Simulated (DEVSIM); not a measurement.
Device: abrupt Si p-n junction, at 350 K.

| layer (left to right) | material | thickness (μm) | Nd (cm⁻³) | Na (cm⁻³) | τn (s) | τp (s) |
|---|---|---|---|---|---|---|
| 1 | Si | 0.180 | - | 1.6e16 | 4.1e-7 | 4.1e-7 |
| 2 | Si | 17.0 | 4.1e14 | - | 4.1e-7 | 4.1e-7 |

Left contact: ohmic. Right contact: ohmic. Voltage is applied to the left contact. Recombination: SRH at mid-gap, radiative. Mobility is μmin + (μ − μmin)/(1 + (N/Nref)^α).

The device is made up for the run: typed textbook-type constants, with dimensions and the other settings drawn at random. Values at 300 K; Nc and Nv go as T^1.5, mobilities as T to minus their exponent, the gap by Varshni's rule with the affinity fixed.

```tsv
parameter	Si
gap (eV)	1.124
affinity (eV)	4.05
permittivity	11.7
Nc (cm⁻³)	2.86e19
Nv (cm⁻³)	3.1e19
μn (cm²/Vs)	1417
μp (cm²/Vs)	470
μn,min	52
μp,min	45
Nref,n	9.7e16
Nref,p	2.2e17
αn	0.68
αp	0.72
T exponent of μn	2.3
T exponent of μp	2.2
B (cm³/s)	4.7e-15
Varshni α (eV/K)	0.000473
Varshni β (K)	636
```

DEVSIM, 1D drift-diffusion, Boltzmann statistics, complete ionisation; no tunnelling, impact ionisation, image-force lowering or self-heating.

The thickness of layer 1 was swept, all else fixed.

```
thickness of layer 1 (μm)  dark forward voltage at 100 A/cm² (V)  largest field in the device at zero bias (V/cm)  dark forward voltage at 1 A/cm² (V)
-------------------------  -------------------------------------  -----------------------------------------------  -----------------------------------
0.036                                                      1.202                                            11000                                0.378
0.063                                                      1.154                                            10000                                0.386
0.11                                                       1.088                                             9800                                0.397
0.18                                                       1.031                                             9800                                0.410
0.31                                                       0.977                                             9800                                0.423
0.54                                                       0.930                                             9800                                0.433
0.9                                                        0.895                                             9800                                0.440
```

From the first row to the last the dark forward voltage at 100 A/cm² goes from 1.202 to 0.895. From the first row to the last the largest field in the device at zero bias goes from 11000 to 9800.
